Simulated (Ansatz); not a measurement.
The parent structure is MoSi$_{2}$ (space group I4/mmm, No. 139).

Space group I4/mmm (No. 139); a = 3.2017 Å, b = 3.2017 Å, c = 7.8186 Å, α = 90.00°, β = 90.00°, γ = 90.00°

| atom | site | symmetry | x | y | z |
|---|---|---|---|---|---|
| Mo | 2a | 4/mmm | 0.0000 | 0.0000 | 0.0000 |
| Si | 4e | 4mm | 0.0000 | 0.0000 | 0.3353 |
(The calculation used a cell of 3 atoms; values per cell refer to that cell.)

Level of theory: r2SCAN (Ansatz, a program for electronic structure), no SOC.

Before the change:

The band gap is zero.

Modification: an isotropic linear strain of −5.83 %; the atoms relax in the strained cell.

Q: How does this affect the energy relative to the base and band gap?

A: The energy goes up by 0.344 eV/atom; the band gap stays zero.

A case with no gap was solved on a k-mesh chosen for an insulator, which is coarse for it. Stability against distortions was not tested. The final runs are not spin-polarised.
